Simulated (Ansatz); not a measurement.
Results of LDA (Ansatz, an electronic-structure program, plane waves, PAW) for BeS (model structure, started from the NiAs type, P6₃/mmc, No. 194, 4 atoms in the cell).

Settings: plane-wave cutoff 520 eV, 12×12×8 k mesh (along the axes of the cell as run), Fermi–Dirac smearing 0.01 eV, scalar-relativistic PAW data made under PBE.

Cell (relaxed at this level):

Space group P6₃/mmc (No. 194); a = b = 3.2472 Å, c = 5.1662 Å, α = β = 90.00°, γ = 120.00°

```csv
atom,site,symmetry,x,y,z
Be,2a,-3m.,0.0000,0.0000,0.0000
S,2c,-6m2,0.3333,0.6667,0.2500
```

**Question.** Predict the band gap and smallest direct gap on the k points sampled.

**Answer.** 
- band gap = 1.41 eV (indirect)
- smallest direct gap on the k points sampled = 3.41 eV

Note: the relaxation could raise the start's symmetry but not lower it, so the cell can be a saddle point.

The computed numbers hold no vibrational or temperature effects.

The result took very roughly 5 core-seconds.

A model structure was made by putting elements into a prototype or built by hand; it is no filed structure, need not be a known phase, and can be a saddle point held by its symmetry.
